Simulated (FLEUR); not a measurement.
Input and output of a self-consistent single point for RhN (P4/nmm, 4 atoms in the cell) (FLEUR)

Computed with LDA (Vosko-Wilk-Nusair), all-electron FLAPW (FLEUR), scalar-relativistic valence.

The input file:

Input of the input generator:

```
scf RhN
&input film=f /
1.0000000000 0.0000000000 0.0000000000
0.0000000000 1.0000000000 0.0000000000
0.0000000000 0.0000000000 1.2600833699
6.2977315185
1.0 1.0 1.0

4
45 0.5000000000 0.0000000000 0.2368000000
45 0.0000000000 0.5000000000 0.7632000000
7 0.0000000000 0.0000000000 0.0000000000
7 0.5000000000 0.5000000000 0.0000000000

&comp jspins=1 /
&exco xctyp='vwn' /
&kpt div1=7 div2=7 div3=5 /
&end /
```

```xml
<?xml version="1.0" encoding="UTF-8" standalone="no"?>
<fleurInput fleurInputVersion="0.39">
   <comment>
      scf RhN                                                                                             
   </comment>
   <calculationSetup>
      <cutoffs Kmax="4.7" Gmax="16.4" GmaxXC="16.4" numbands="0"/>
      <scfLoop itmax="60" minDistance="0.00001" maxIterBroyd="40" imix="Anderson" alpha="0.05" precondParam="0.0" spinf="2.0"/>
      <coreElectrons ctail="T" frcor="F" kcrel="0" coretail_lmax="0"/>
      <xcFunctional name="vwn" relativisticCorrections="F"/>
      <magnetism jspins="1"/>
      <soc l_soc="F" theta="0.0" phi="0.0" spav="F"/>
      <expertModes spex="0" secvar="F"/>
      <geometryOptimization l_f="T" forcealpha="1.0" forcemix="BFGS" epsdisp="0.00001" epsforce="0.00001"/>
      <ldaU l_linMix="F" mixParam="0.05" spinf="1.0"/>
   </calculationSetup>
   <cell>
      <bzIntegration valenceElectrons="40.0" mode="hist" fermiSmearingEnergy="0.00367493">
         <kPointListSelection listName="default-1"/>
         <!-- k-points included here -->
         <xi:include xmlns:xi="http://www.w3.org/2001/XInclude" href="kpts.xml"> </xi:include>
      </bzIntegration>
      <!-- symmetry operations included here -->
      <xi:include xmlns:xi="http://www.w3.org/2001/XInclude" href="sym.xml"> </xi:include>
      <bulkLattice scale="1.0">
         <bravaisMatrix>
            <row-1>    6.2977315185000000     0.0000000000000000     0.0000000000000000</row-1>
            <row-2>    0.0000000000000000     6.2977315185000000     0.0000000000000000</row-2>
            <row-3>    0.0000000000000000     0.0000000000000000     7.9356667545569248</row-3>
         </bravaisMatrix>
      </bulkLattice>
   </cell>
   <atomSpecies>
      <species name="Rhodium (Rh)" element="Rh" atomicNumber="45">
         <mtSphere radius="2.18" gridPoints="753" logIncrement="0.017"/>
         <atomicCutoffs lmax="8" lnonsphr="6"/>
         <electronConfig flipSpins="F">
            <coreConfig>(1s1/2) (2s1/2) (2p1/2) (2p3/2) (3s1/2) (3p1/2) (3p3/2) (4s1/2) (3d3/2) (3d5/2)</coreConfig>
            <valenceConfig>(4p1/2) (4p3/2) (5s1/2) (4d3/2) (4d5/2)</valenceConfig>
            <stateOccupation state="(5s1/2)" spinUp="0.5" spinDown="0.5"/>
            <stateOccupation state="(4d3/2)" spinUp="1.6" spinDown="1.6"/>
            <stateOccupation state="(4d5/2)" spinUp="2.4" spinDown="2.4"/>
         </electronConfig>
         <energyParameters s="5" p="5" d="4" f="4"/>
         <lo type="SCLO" l="1" n="4" eDeriv="0"/>
      </species>
      <species name="Nitrogen (N)" element="N" atomicNumber="7">
         <mtSphere radius="1.23" gridPoints="427" logIncrement="0.024"/>
         <atomicCutoffs lmax="6" lnonsphr="4"/>
         <electronConfig flipSpins="F">
            <coreConfig>(1s1/2)</coreConfig>
            <valenceConfig>(2s1/2) (2p1/2) (2p3/2)</valenceConfig>
            <stateOccupation state="(2p1/2)" spinUp="0.5" spinDown="0.5"/>
            <stateOccupation state="(2p3/2)" spinUp="1.0" spinDown="1.0"/>
         </electronConfig>
         <energyParameters s="2" p="2" d="3" f="4"/>
      </species>
   </atomSpecies>
   <atomGroups>
      <atomGroup species="Rhodium (Rh)">
         <relPos label="                   1">1.000/4.000 -1.000/4.000 .2368000000</relPos>
         <relPos label="                   2">-1.000/4.000 1.000/4.000 -.2368000000</relPos>
         <force calculate="T" relaxXYZ="TTT"/>
      </atomGroup>
      <atomGroup species="Nitrogen (N)">
         <relPos label="                   3">-1.000/4.000 -1.000/4.000 .0000000000</relPos>
         <relPos label="                   4">1.000/4.000 1.000/4.000 .0000000000</relPos>
         <force calculate="T" relaxXYZ="TTT"/>
      </atomGroup>
   </atomGroups>
   <output dos="F" band="F" slice="F">
      <checks vchk="F" cdinf="F"/>
      <bandDOS minEnergy="-.5*Htr" maxEnergy="0.5*Htr" sigma="0.015" storeEVData="T"/>
      <vacuumDOS vacdos="F" integ="F" star="F" nstars="0" locx1="0.0" locy1="0.0" locx2="0.0" locy2="0.0" nstm="0" tworkf="0.0"/>
      <unfoldingBand unfoldBand="F" supercellX="1" supercellY="1" supercellZ="1"/>
      <plotting iplot="0" polar="F">
         <plot TwoD="T" vec1="  1.0  0.0  0.0" vec2="  0.0  1.0  0.0" vec3="  0.0  0.0  1.0" zero="  0.0  0.0  0.0" file="plot"/>
      </plotting>
      <chargeDensitySlicing numkpt="0" minEigenval="0.0" maxEigenval="0.0" nnne="0" pallst="F"/>
      <specialOutput eonly="F"/>
      <magneticCircularDichroism mcd="F" energyLo="-10.0" energyUp="0.0"/>
   </output>
  <!-- We include the file relax.xml here to enable relaxations (see documentation) -->
  <xi:include xmlns:xi="http://www.w3.org/2001/XInclude" href="relax.xml"> <xi:fallback/> </xi:include>
</fleurInput>
```

Output, abridged:

```
      Welcome to FLEUR        (www.flapw.de)
      MaX-Release 8.1          (www.max-centre.eu)

 ========== k-point set info ==========
 Selected k-point list: default-1
 k-point list type: mesh
 7 x 7 x 5
 Number of k points: 30

 ------------Calculation Setup---------------------------
           1           2           3           5           6          10          15          30
 Number of basis functions:          580
 Iteration:     1   Distance:      40.92855139 me/bohr^3
 Iteration:     2   Distance:      32.63590875 me/bohr^3
 Iteration:     3   Distance:      13.08483027 me/bohr^3
 Iteration:     4   Distance:      20.97861129 me/bohr^3
 Iteration:     5   Distance:       7.19338467 me/bohr^3
 Iteration:     6   Distance:       1.47973638 me/bohr^3
   [... 6 lines left out ...]
 Iteration:    13   Distance:       0.00225845 me/bohr^3
 Iteration:    14   Distance:       0.00026022 me/bohr^3
 Iteration:    15   Distance:       0.00010974 me/bohr^3
 Iteration:    16   Distance:       0.00002540 me/bohr^3
 Iteration:    17   Distance:       0.00000222 me/bohr^3
 Reset of history

 Run finished successfully
 Stop message:
   Structural relaxation: new displacements generated

[file out, last iteration]
             iter=     18
          p o t e n t i a l   g e n e r a t o r
[...]
          integral of pseudo charge density inside the slab=        0.000000   0.000000
     coulomb potential in the interstitial region:
          density-coulomb potential integrals
          total density-coulomb potenti   -15453.6624142237
          density-effective potential integrals for spin  1
          total density-effective poten   -1.5826902513E+04
          charge density-energy density integrals
          total charge density-energy d   -2.8161800505E+02
 Updated energy parameters for spin:           1
  Atom    1 5s branch from -2.44 to  2.82 htr. ; e_l =  0.1559
  Atom    1 5p branch from -1.22 to  3.64 htr. ; e_l =  0.2770
  Atom    1 4d branch from-10.51 to  0.68 htr. ; e_l =  0.2660
  Atom    1 4f branch from -9.99 to  2.69 htr. ; e_l =  0.5625
  Atom    1 4p branch from-17.17 to -1.22 htr. ; e_l(l -1.3113
  Atom    2 2s branch from-13.36 to  2.68 htr. ; e_l = -0.4614
  Atom    2 2p branch from -9.99 to  2.31 htr. ; e_l = -0.2167
  Atom    2 3d branch from -9.99 to  8.04 htr. ; e_l = -0.0085
  Atom    2 4f branch from -9.99 to 13.75 htr. ; e_l =  0.1512
[...]
 fermi energy and band-weighting factors:
at   0.42857   0.42857   0.40000   k-weight:    0.032653
   31 eigenvalues :
   -1.313120   -1.313098   -1.310500   -1.310364   -1.300606   -1.300470   -0.144885   -0.139190
    0.118254    0.125253    0.236906    0.248528    0.269358    0.287277    0.300490    0.323067
    0.344557    0.349325    0.373109    0.383208    0.418296    0.420321    0.547336    0.551928
    0.631730    0.642220    0.795199    0.804119    0.910622    0.966624    0.973186
   [... 2 blocks of this kind left out ...]

[...]
FERMIE:
          first approx. to ef    (T=0)  :   0.443684 htr   (energy of the highest occ. eigenvalue)
          number of occ. states  (T=0)  :        598
          first approx. to seigv (T=0)  :  -9.616998 htr
          sum of weights of occ. states :  20.004082
          sum of semicore charge        :   0.000000 e
FERHIS:  Fermi-Energy by histogram:
          bandgap                     :   0.000764 htr
          charge neutrality (T=0)     :   0.008163    (zero if the highest occ. eigenvalue is "entirely" occupied)
     EF_NEWTON:  Adjust Fermi-Energy by Newton-Method.
               Number of iterations needed  :   5
               The error in the weight is   : -0.33307E-15
               The error in ef is           :  0.12809E-16 htr
     -->  new fermi energy            :   0.441435 htr
          valence charge              :  40.000000 e
          actual charge blw ef-8kt    :  38.840816 e
          actual charge blw ef+8kt    :  40.000000 e
          number of occ. states       :       628
          sum of the valence weights  :   20.000000
          entropy         :   0.644851 *kb htr/K =   0.00000 htr/K
          sum of val. single particle energies:        -9.6195079115 htr
 Direct bandgap for spin            1 :    8.7900979887485797E-003  Htr
 at k-point           28  with k-vector   0.14285714285714285       0.14285714285714285        0.0000000000000000
          valence density: spin= 1
[...]
     l-like charge
     atom     s        p        d        f        total
 -->  1    0.24954  6.16852  6.37798  0.06433   12.87916
 -->  2    0.90458  1.70312  0.01328  0.00137    2.62252
          total charge for spin  1=   40.000000
          interst. charge =       8.996627
          mt charge=             12.879164    2.622523
          total charge  =   40.000000
          z= 45.     r(1)=  0.611555E-05     dx= 0.017000     m.t.index= 753
               n    l     j    energy       weight
               1.   0.   0.5 -844.5670      2.0000
               2.   0.   0.5 -121.9867      2.0000
               2.   1.   0.5 -112.9766      2.0000
   [... 7 lines left out ...]
          atom type    1  (spin 1)
          kinetic energy=  0.485932998852E+04     sum of the eigenvalues= -0.284567094094E+04
          0.00773736  electrons lost from core.
          z=  7.     r(1)=  0.446353E-04     dx= 0.024000     m.t.index= 427
               n    l     j    energy       weight
               1.   0.   0.5  -13.3640      2.0000
          atom type    2  (spin 1)
          kinetic energy=  0.435785596508E+02     sum of the eigenvalues= -0.267280265797E+02
          0.00007435  electrons lost from core.
          total charge for spin  1=  104.000000
          interst. charge =       9.012053
          mt charge=             42.871426    4.622547
          total charge  =  104.000000
          zc=   104.000000     qfix=    1.000000
     t o t a l  e n e r g y
          sum of eigenvalues =             -5754.4174429455
          density-coulomb potential int   -15453.6624142237
          density-effective potential i   -15826.9025128598
          charge density-ex.-corr.energ     -281.6180050480
          el.-nucl. inter. diff. m.t.      11545.1397596767
          Madelung term for atom type:       -57.0237809774
          el.-nucl. inter. diff. m.t.        118.7820286125
          Madelung term for atom type:       -13.1720281095
 ---->    total energy=                    -9670.0817396215 htr
 ---->    (input%tkb*entropy) TS=              0.0023697813 htr
 ---->    free energy=                     -9670.0841094028 htr
      extrapolation for T->0
 ---->    total electron energy=           -9670.0829245121 htr
 ***** TOTAL FORCES ON ATOMS *****
 TOTAL FORCE FOR ATOM TYPE=  1  X=  1.574   Y= -1.574   Z=  1.879
                       FX_TOT= 0.000000 FY_TOT= 0.000000 FZ_TOT= 0.025709
 TOTAL FORCE FOR ATOM TYPE=  2  X= -1.574   Y= -1.574   Z=  0.000
                       FX_TOT= 0.000000 FY_TOT= 0.000000 FZ_TOT= 0.000000
```

The run converged in 17 iterations. FLEUR gives forces in its relaxation mode, with a further iteration, so its stop message speaks of a relaxation.

The starting cell was generated: these elements placed on a structure prototype, without a prior relaxation; it need not be a known phase or ordering of this composition. Spin polarisation is off. Values depend on the basis (sphere radii, cutoffs, local orbitals), which need not be converged. Forces in this geometry exceed 1 eV/Å. The log's line on a gap gives a spacing of levels on this mesh, which the program prints for metals too.

Cost on one core of a shared machine: roughly 80 s.
